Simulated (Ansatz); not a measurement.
**CdGeAs2 under a change: pressure 3 GPa**

The parent structure is CdGeAs2 in the chalcopyrite structure (space group I-42d, No. 122; a = 5.9422 Å, c = 11.3126 Å).

Now apply this change: cell and atoms relaxed at a pressure of 3 GPa.

Method: PBEsol (Ansatz, a program for electronic structure; PAW; 420 eV plane waves; no spin-orbit coupling). Settings: 8×8×8 k-points, 0.05 eV Fermi–Dirac smearing.

| quantity | base | changed | shift |
|---|---|---|---|
| lattice parameter a | 5.942 Å | 5.862 Å | -0.080 Å |
| c/a ratio | 1.904 | 1.896 | -0.0074 |
| shortest interatomic distance | 2.447 Å | 2.413 Å | -0.0350 Å |
| enthalpy H = E + PV relative to the base's energy | – | +0.46 eV/atom | – |
| band gap (uncertain: the edges found look like a band crossing or inverted bands; both cells) | 0.13 eV | 0.08 eV | -0.05 eV |

Load acts through the strain it causes; cell and atoms are relaxed under it. Whether these cells are dynamically stable was not tested. A zero or small gap of CdGeAs2 can be the functional's error rather than a property of the material.
